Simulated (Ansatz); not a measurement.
Consider VO$_{2}$ in the rutile structure (space group P4_2/mnm, No. 136; a = 4.584 Å, c = 2.839 Å; ferromagnetic).

All numbers come from PBE (Ansatz, a first-principles code), spin-orbit coupling left out, earlier PAW set.

One change was made to it. Results:

The magnetic state stays ferromagnetic; the largest site moment remains 0.83 μB; the lattice parameter a decreases by 0.0125 bohr, from 8.663 bohr to 8.650 bohr.

Task: Which of these changes matches the shifts?
A) pressure 0.9 GPa
B) pressure 9 GPa
C) pressure 15 GPa
D) pressure −2 GPa

Result: A, pressure 0.9 GPa. For comparison, the lattice parameter a in the other runs: pressure 15 GPa gives 8.488 bohr; pressure −2 GPa gives 8.692 bohr; pressure 9 GPa gives 8.550 bohr.

Other magnetic orders, which the real material may have, were not ruled out. Load acts through the strain it causes; cell and atoms are relaxed under it. Stability against distortions was not tested. No other phases were tried under pressure. No Hubbard U is applied, and correlation can decide whether such a compound is a metal. The base started in Pnnm and relaxed to P4_2/mnm at this level.
